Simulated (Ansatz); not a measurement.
**Several settings converged on the (001) slab of Ge2Mo (cut from a parent of space group no. 139; 6 atoms in the cell)**

```xyz
6
Lattice="3.3368 0.0000 0.0000 0.0000 3.3368 0.0000 0.0000 0.0000 20.7739" Properties=species:S:1:pos:R:3 pbc="T T T"
Ge     1.6684     1.6684    13.7739
Ge     0.0000     0.0000     7.0000
Mo     0.0000     0.0000    12.4438
Ge     0.0000     0.0000     9.6602
Ge     1.6684     1.6684    11.1137
Mo     1.6684     1.6684     8.3301
```

Base method: LDA (PW92), default PAW files made with PBE (plane waves; Ansatz, a quantum-chemistry and plane-wave program).

Base settings: basis.ecutwfc = 420 eV; kpoints.mp_grid.grid = 9 9 1; hamiltonian.xc = lda; hamiltonian.pseudopotentials = {kind: paw} (the program's default PAW files); scf.occupations.method = gaussian; scf.occupations.width = 0.1 eV.

The count of work is k-points × plane waves × bands × iterations; it is no time. Core times come from one kind of shared machine, to one figure; runs under 30 s give none.

**The k-point mesh**

Only quantities that move along the ladder and can be compared are tabulated.

| kpoints.mp_grid.grid | free energy less the last step's (meV/atom) | largest difference of a force vector from the last step's (eV/Å) | count of work / last |
|---|---|---|---|
| 2 2 1 | 85.78 | 2.288 | 0.045 |
| 3 3 1 | 26.12 | 0.348 | 0.033 |
| 4 4 1 | 12.02 | 0.145 | 0.058 |
| 5 5 1 | 7.03 | 0.104 | 0.074 |
| 6 6 1 | 0.20 | 0.067 | 0.11 |
| 7 7 1 | 3.39 | 0.090 | 0.11 |
| 8 8 1 | -1.07 | 0.055 | 0.16 |
| 9 9 1 | 0.98 | 0.027 | 0.16 |
| 10 10 1 | 1.46 | 0.016 | 0.23 |
| 12 12 1 | 0.27 | 0.009 | 0.31 |
| 13 13 1 | 0.47 | 0.014 | 0.31 |
| 16 16 1 | -0.28 | 0.004 | 0.49 |
| 18 18 1 | -0.10 | 0.002 | 0.60 |
| 22 22 1 | 0.05 | 0.002 | 0.86 |
| 25 25 1 | 0.00 | 0.000 | 1.0 |

Coarsest kpoints.mp_grid.grid that holds the free energy within 5 meV/atom of the last step, with all finer ones: 6 6 1, at 0.11 of the last step's count of work; the step before is off by 7.0 meV/atom.

Coarsest kpoints.mp_grid.grid that holds the forces within 0.005 eV/Å of the last step, with all finer ones: 16 16 1; the step before is off by 0.014 eV/Å.

**The depth of the slab**

Surface energy = (E_slab − N e_bulk)/2A, with e_bulk from the bulk crystal on its finest mesh (1470 k-points); errors per atom of slab and bulk, whose meshes differ, grow with N. The bulk cell stands at -8.2 GPa at this level, so the slab is strained in the plane.

The mesh stays at the base's, so the ladder's end is converged at best in this setting alone.

Only quantities that move along the ladder and can be compared are tabulated.

```csv
atoms,unrelaxed surface energy (J/m²),count of work / last,core time / last (rough)
6,1.803,0.10,–
12,1.847,0.32,0.2
18,1.855,0.62,0.5
24,1.857,1.0,1
```

Smallest size that holds the unrelaxed surface energy within 0.05 J/m² of the last step, with all finer ones: 12, at 0.32 of the last step's count of work and about 0.2 of the last step's time; the step before is off by 0.054 J/m².

On the base run: the starting cell comes from a database of computed structures (which also holds hypothetical and non-ambient phases and stackings), without a prior relaxation at this level. The slab is cut from that crystal, and its faces are unrelaxed. Its lattice was rescaled by up to half a per cent. Spin polarisation is off.

Keys are those of Ansatz 0.2.
